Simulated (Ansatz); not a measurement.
Ansatz (a first-principles code), DFT, PBE, plane waves, its default PAW files: fcc Al (Al32), 32 atoms. Basis and mesh were picked for this test and aren't claimed converged.

cell: 8.10, 8.10, 8.10 Å; 90, 90, 90°
task: single point
k mesh: 8×8×8
hamiltonian.xc: pbe
kind of files: paw
scf.occupations.method: fermi_dirac
scf.occupations.width: 0.1 eV
output.forces: true
memory maximum (--max-ram): 200GiB
accuracy: medium (default)
basis.precision: auto (default)
basis.xc_grid: 2 (default)
scf.eigensolver.kind: auto (default)
scf.mixing.algorithm: auto (default)
scf.mixing.preconditioner: auto (default)
scf.convergence.dr2_threshold: 5.31441e-07 (default)
scf.lower_state_search: light (default)
k-points after symmetry (base settings): 35
bands at the start (base settings): 80
electrons (base settings): 96
plane waves at Γ (base settings): 10395
cutoff (eV) (base settings): 420
FFT grid (base settings): 60×60×60
symmetry operations (base settings): 1536

It runs on a single node (Arm Neoverse V2, 96 cores on 1 socket, no SMT, 1 L3 cache group; 94 cores' worth of CPU time may be used).

Times are wall-clock medians of two to five runs, from launch to exit, with nothing else on the machine. Unless noted, each process is bound to its own block of adjacent cores. The build: release build for Arm (Neoverse V2), one process with threads; another build can shift the numbers. Scratch files lie in a memory file system.

All on 32 threads. Base settings, kept where nothing else is said: basis.fft_grid_basis = auto (default), crystal.symmetry.detect = auto (default) (kpoints.mp_grid.shift, scf.eigensolver.real_solve, crystal.symmetry.time_reversal not set). The candidates, on 32 cores each, agree within 1.0 meV/atom in energy:
A. scf.eigensolver.real_solve = false
B. basis.fft_grid_basis = typed
C. the base settings
D. kpoints.mp_grid.shift = [0.5, 0.5, 0.5]
E. crystal.symmetry.detect = false, crystal.symmetry.time_reversal = false
F. crystal.symmetry.detect = false

**Question.** Which would you take for the shortest time to solution?

**Answer.** D (kpoints.mp_grid.shift = [0.5, 0.5, 0.5]), 2.0 s. At the other end E takes 24× as long.

| candidate | wall time | repeats | SCF iterations |
|---|---|---|---|
| D | 2.0 s | 3 runs within 1 % | 6 |
| B | 3.6 s | 3 runs within 2 % | 6 |
| C | 3.7 s | 3 runs within 1 % | 6 |
| A | 3.8 s | 3 runs within 1 % | 6 |
| F | 25 s | 2 runs within 1 % | 6 |
| E | 49 s | 2 runs within 1 % | 6 |

From the slowest to the fastest: The largest move is in band solves (diag): 40 s to 1.3 s. The band solves carry the change: the iterations make 563245 against 22034 applications of H to a band, at 0.071 against 0.059 ms of diag time each (k-points 512 to 20). What the program resolved moves too: eigensolver slots from 32 to 20. In the fastest run the program took: scf.mixing.algorithm MSR1, scf.mixing.preconditioner Kerker, scf.eigensolver.kind band_cg, --slots 20, --kpoint-pools 1.

Keys are those of Ansatz 0.2.
